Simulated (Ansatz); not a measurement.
Consider MoS$_{2}$ (space group P6_3/mmc, No. 194; a = 3.109 Å, c = 11.709 Å; layered, stacked along the Cartesian z axis). Axes: x lies along a and z along c of the hexagonal cell.

The values are results of PBEsol-D3(BJ), PAW, 420 eV (Ansatz, a first-principles code; no spin-orbit coupling), not measurements.

Base values:

```
Item                  Result
-------------------  -------
Band gap             0.52 eV
Smallest direct gap  1.79 eV
```

The change: uniaxial strain ε_xx = +0.60 %, all other strain components held at zero; the atoms relax in the strained cell.

Predict the new band gap.

The band gap is nearly the same (0.52 eV against 0.53 eV).

What happens to the smallest direct gap?

The smallest direct gap shrinks by 0.035 eV to 1.76 eV.

What happens to the stress?

The stress (xx, yy, zz, yz, xz, xy; compression positive) is (-1.50, -0.35, -0.09, 0.00, 0.00, 0.00) GPa.

Stability against distortions was not tested.
